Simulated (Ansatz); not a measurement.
The parent structure is TiO2 in the rutile structure (space group P4_2/mnm, No. 136; a = 4.548 Å, c = 2.917 Å). Axes: x, y, z lie along a, b, c of the conventional cell.

The values are results of DFT with LDA, PAW potentials and a 420 eV plane-wave cutoff in Ansatz (an electronic-structure program), spin-orbit coupling left out, not measurements.

Base values:

* **Valence-band top at Γ**: 0.00, -0.47, -0.47 eV
* **Shortest interatomic distance**: 1.928 Å
* **Electron mass**: 0.52 mₑ along c, 1.1 mₑ across (at Γ)

The change: a pure shear with ε_xz = ε_zx = 0.0067; the atoms relax in the strained cell.

Question: How does this affect the energy relative to the base?

Answer: The energy goes up by 0.7 meV/atom.

Question: Predict the new valence-band top at Γ.

Answer: The valence-band top at Γ (three highest levels, from the VBM) becomes 0.00, -0.46, -0.47 eV (base: 0.00, -0.47, -0.47 eV).

Question: What happens to the stress?

Answer: The stress (xx, yy, zz, yz, xz, xy; compression positive) amounts to (0.01, 0.02, 0.00, 0.00, -1.68, 0.00) GPa.

Question: What happens to the shortest interatomic distance?

Answer: The shortest interatomic distance shrinks by 0.004 Å, from 1.928 Å to 1.924 Å.

Question: Predict the new electron mass.

Answer: The electron mass becomes 0.51 mₑ along z, 1.1 mₑ across (at Γ) (base: 0.52 mₑ along c, 1.1 mₑ across (at Γ)).

The levels and masses belong to the bands next to the band gap. Masses are band curvatures over ±0.01 Å⁻¹ around the edge. No phonon test of stability was made. The final runs are not spin-polarised.
